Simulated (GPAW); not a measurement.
Input and output of a self-consistent single point for Na (Im-3m, 1 atom in the cell) (GPAW).

Method of the run: PBE, GPAW PAW datasets PBE (gpaw-data 1.0.1) (plane waves; GPAW).

```
CELL_PARAMETERS angstrom
     -2.14065     2.14065     2.14065
      2.14065    -2.14065     2.14065
      2.14065     2.14065    -2.14065
ATOMIC_POSITIONS crystal
  Na 0.00000 0.00000 0.00000
```

Reference input (self-consistent single point, DFT PBE, plane waves, GPAW PAW datasets PBE (gpaw-data 1.0.1)): mode = pw; ecut = 850 eV; xc = PBE; kpts = 6 6 6; mesh shift (steps) = 0 0 0; occupations.name = fermi-dirac; occupations.width = 0.1 eV; nbands = -9; symmetry.symmorphic = false; symmetry.tolerance = 0.0005; maxiter = 120. This run's input differs from it in these lines:

```diff
@@ -13,3 +13,3 @@
             xc='PBE',
-            kpts={'size': (6, 6, 6), 'gamma': True},
+            kpts=(26, 26, 26),
             occupations={'name': 'fermi-dirac', 'width': 0.1},
```

Output, abridged:

```
     iter     time        total  log10-change:
                         energy   eigst   dens
iter:   1 --:--:--    -1.325017
iter:   2 --:--:--    -1.324795   -2.79  -1.69
iter:   3 --:--:--    -1.323837c  -3.07  -1.71
iter:   4 --:--:--    -1.323203c  -5.23  -2.54
iter:   5 --:--:--    -1.320355c  -4.33  -2.58
iter:   6 --:--:--    -1.320365c  -6.02  -3.77
iter:   7 --:--:--    -1.320347c  -6.22  -3.63
iter:   8 --:--:--    -1.320346c  -8.05c -4.58c
Converged after 8 iterations.

Dipole moment: (-0.000000, -0.000000, -0.000000) |e|*Ang

Energy contributions relative to reference atoms: (reference = -4418.610498)

Kinetic:         +1.047668
Potential:       -0.953971
External:        +0.000000
XC:              -1.374264
Entropy (-ST):   -0.016170
Local:           -0.031695
SIC:             +0.000000
--------------------------
Free energy:     -1.328432
Extrapolated:    -1.320346

Showing only first 2 kpts
 Kpt  Band  Eigenvalues  Occupancy
  0     1    -24.84936    2.00000
  0     2    -24.84936    2.00000
  0     3     -3.02852    2.00000
  0     4     11.31442    0.00000

  1     1    -24.84936    2.00000
  1     2    -24.84936    2.00000
  1     3     -3.00344    2.00000
  1     4     11.04481    0.00000

Fermi level: 0.12097

No gap
No difference between direct/indirect transitions
Energy (eV): -1.320346

Forces in eV/Ang:
  0 Na    0.00000    0.00000    0.00000

Stress tensor:
     0.002398    -0.000000    -0.000000
    -0.000000     0.002398    -0.000000
    -0.000000    -0.000000     0.002398
Stress (GPa, Voigt): [ 0.3842  0.3842  0.3842 -0.     -0.     -0.    ]
```

The run converged in 8 iterations. GPAW prints stress with tension positive. Against the reference run the free energy falls by 18.8 meV/atom and the pressure hardly changes (-0.30 to -0.38 GPa).

The starting cell has typed, rounded lattice constants, without a prior relaxation at this level. Its lattice was rescaled by up to half a per cent.

Cost on one core of a shared machine: roughly 2 min.
